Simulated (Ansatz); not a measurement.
H on the 1x1 (110) surface of bcc Ta, one in a 2x1 cell, energies for each (15.6 Å²). Energies are against ½ H2(g), without zero-point or thermal terms; each row is named by its start.

These are PBE (plane waves to 420 eV, PAW; Ansatz, a program for electronic structure) values and carry that method's errors.

Model: 9-atom slab, 6.8 Å thick at the start under the adsorbate (thin: gaps and levels are the slab's own), 5x10x1 mesh, Fermi-Dirac 0.1 eV, dipole correction, 4 atoms held, the rest relaxed; each run with such symmetry as its start has; no spin, no spin-orbit, no U, no dispersion correction.

A negative adsorption energy means that the adsorbate is more stable on the surface than in its reference. Heights count from the host atoms within 0.3 Å of the top one.

```json
[
 {"starting site": "top Ta", "E_ads (eV)": "0.33", "height (Å)": "1.87", "nearest host atom (Å)": "Ta 1.82", "bonded to": "Ta", "Δ work function (eV)": "0.98", "lateral drift (Å)": "0.0"},
 {"starting site": "hollow Ta-Ta-Ta", "E_ads (eV)": "-0.96", "height (Å)": "1.04", "nearest host atom (Å)": "Ta 2.01", "bonded to": "3 Ta", "Δ work function (eV)": "-0.22", "lateral drift (Å)": "0.1"},
 {"starting site": "bridge Ta-Ta (span 2.9 Å)", "E_ads (eV)": "-0.70", "height (Å)": "1.33", "nearest host atom (Å)": "Ta 1.94", "bonded to": "2 Ta", "Δ work function (eV)": "?", "lateral drift (Å)": "0.0"},
 {"starting site": "bridge Ta-Ta (span 3.3 Å)", "E_ads (eV)": "?", "height (Å)": "?", "nearest host atom (Å)": "Ta 2.00", "bonded to": "2 Ta", "Δ work function (eV)": "-0.26", "lateral drift (Å)": "0.0"}
]
```

What belongs in the gaps?


- bridge Ta-Ta (span 2.9 Å), Δ work function (eV): -0.08
- bridge Ta-Ta (span 3.3 Å), E_ads (eV): -0.79
- bridge Ta-Ta (span 3.3 Å), height (Å): 1.08
